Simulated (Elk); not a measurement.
Input and output of a self-consistent single point for OsRu (P1, 2 atoms in the cell) (Elk).

Level of theory: Elk with LDA (PW92), all-electron FP-LAPW, Elk's shipped species files, APW+lo basis with extra local orbitals.

The change in words: atoms moved at random. Reference geometry:
```xyz
2
Lattice="2.6913 0.0000 0.0000 -1.3456 2.3307 0.0000 0.0000 0.0000 4.2440" Properties=species:S:1:pos:R:3 pbc="T T T"
Ru     0.0000     1.5538     0.0000
Os     1.3456     0.7769     2.1220
```

Reference input (self-consistent single point, DFT, LDA (PW92), all-electron FP-LAPW, Elk's shipped species files, APW+lo basis with extra local orbitals): rgkmax = 8; swidth = 0.00367493 Ha; ngridk = 9 9 5; tforce = true; gmaxvr = 18 1/bohr; lmaxapw = 10; lmaxo = 8; nxlo = 2; lorbcnd = true; lradstp = 2; nrmtscf = 2; rmtscf = 0.85. This run's input differs from it in these lines:

```diff
@@ -54,6 +54,6 @@
   1
-  0.3333333333  0.6666666667  0.0000000000    0.0 0.0 0.0
+  0.3224880000  0.6679690000  0.0068180000    0.0 0.0 0.0
   'Os.in'
   1
-  0.6666666667  0.3333333333  0.5000000000    0.0 0.0 0.0
+  0.6775120000  0.3320310000  0.4931820000    0.0 0.0 0.0
```

Output (repeated stretches shortened):

```
│ Self-consistent loop started │
│ Loop number : 1 │
 total energy                :     -21812.9530911
│ Loop number : 2 │
 total energy                :     -21812.3304501
RMS change in Kohn-Sham potential (target) :   0.2027903813     (  0.1000000000E-05)
Absolute change in total energy (target)   :   0.6226409773     (  0.1000000000E-03)
│ Loop number : 3 │
 total energy                :     -21812.8559743
RMS change in Kohn-Sham potential (target) :   0.1240334041     (  0.1000000000E-05)
Absolute change in total energy (target)   :   0.3698638908     (  0.1000000000E-03)
│ Loop number : 4 │
   [... lines left out ...]
Absolute change in total energy (target)   :   0.3653013155E-03 (  0.1000000000E-03)
│ Loop number : 16 │
 total energy                :     -21799.5897674
RMS change in Kohn-Sham potential (target) :   0.2898499219E-07 (  0.1000000000E-05)
Absolute change in total energy (target)   :   0.1374041494E-03 (  0.1000000000E-03)
│ Loop number : 17 │
 total energy                :     -21799.5897688
RMS change in Kohn-Sham potential (target) :   0.4444445448E-07 (  0.1000000000E-05)
Absolute change in total energy (target)   :   0.3582829959E-04 (  0.1000000000E-03)
Convergence targets achieved

│ Loop number : 18 │

Energies :
 Fermi                       :     0.620109096033
 total energy                :     -21799.5897680

Density of states at Fermi energy :    33.46482076
 (states/Hartree/unit cell)

Estimated indirect band gap :   0.5011914065E-03
 from k-point    321 to k-point    200
Estimated direct band gap   :   0.1012227689E-01
 at k-point    163

Charges :
 core                        :    74.00000000
 valence                     :    46.00000000
 interstitial                :    4.176562215
 muffin-tins (core leakage)
  species :    1 (Ru)
   atom    1                 :    41.78814627     (  0.1111095692E-05)
  species :    2 (Os)
   atom    1                 :    74.03529152     (  0.7956811956E-06)
 total in muffin-tins        :    115.8234378
   [... lines left out ...]
   total force               :     0.01123596   -0.00130497   -0.01899296
   total magnitude           :     0.02210616
 species :    2 (Os)
  atom :    1
   Hellmann-Feynman          :    -0.12967620    0.01355031    0.19953522
   IBS                       :     0.11844024   -0.01224535   -0.18054226
   total force               :    -0.01123596    0.00130497    0.01899296
   total magnitude           :     0.02210616
```

The run converged in 18 iterations. The count includes the last loop, which Elk runs after its targets are met. Against the reference run the free energy goes up by 23.6 meV/atom.

The starting cell comes from a database of computed structures (which also holds hypothetical and non-ambient phases and stackings), without a prior relaxation at this level. Its lattice was rescaled by a random factor within 2.5 % of one. For this run, on top of that: atoms moved at random. Spin-orbit coupling is off. Spin polarisation is off. Values depend on the basis (sphere radii, cutoffs, local orbitals), which need not be converged. The log's line on a gap gives a spacing of levels on this mesh, which the program prints for metals too.

Cost on one core of a shared machine: roughly 20 min.
